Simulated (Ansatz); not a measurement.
Consider the following.

```yaml
crystal:
  lattice:
    - [3.93872, 0.00000, 0.00000]
    - [0.00000, 3.93872, 0.00000]
    - [0.00000, 0.00000, 3.93872]
  atoms:
    - { symbol: Tl, position: [0.00000, 0.00000, 0.00000] }
    - { symbol: Br, position: [0.50000, 0.50000, 0.50000] }
```

No spin polarisation.

All numbers come from DFT with PBE, PAW potentials and a 420 eV plane-wave cutoff in Ansatz (an electronic-structure program), scalar-relativistic without spin-orbit coupling. k-mesh 8×8×8 (Γ-centred); smearing 0.05 eV (Fermi–Dirac).

Problem. Predict the band gap, width of the top valence band and electron mass.

Solution. 
* **Band gap**: 1.77 eV
* **Width of the top valence band**: 2.10 eV
* **Electron mass**: 0.15 mₑ along k, 0.22 mₑ across (at X)

Spin-orbit coupling, missing from the scalar runs, can matter with Tl. Load acts through the strain it causes; cell and atoms are relaxed under it. Effective masses come from finite differences of ±0.01 Å⁻¹. Along k means along the line from Γ to the band edge. No phonon test of stability was made. The cell was made from TlBr in the CsCl type structure (space group Pm-3m, No. 221) by this change: pressure 2.1 GPa.
